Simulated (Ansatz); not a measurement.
For Ge (model structure, within 0.1 Å of Fd-3m, No. 227, 2 atoms in the cell), PBEsol (Ansatz, an electronic-structure program, PAW) gives:

- bulk modulus B0: 66.6 GPa
- cohesive energy: 4.15 eV/atom

Task: What does r²SCAN in Ansatz (plane waves, PAW) give for the same quantities?

Result: 
- bulk modulus: 71.5 GPa (increases by 7.4 %)
- cohesive energy: 3.88 eV/atom (shrinks by 0.27 eV/atom)

Changes are worked out from the printed values.

Unless a cell is named, each level is at its own relaxed cell (PBEsol 22.85, r²SCAN 22.84 Å³/atom).

Caveats: the bulk modulus is −V dP/dV from two relaxed cells at ±2 % in volume (PBEsol, r²SCAN). Ansatz's density-functional and Hartree–Fock values are scalar-relativistic unless marked +SOC, with PAW data made under PBE.

A model structure was made by putting elements into a prototype or built by hand; here it ended with the formula and space group of a phase in our tables.
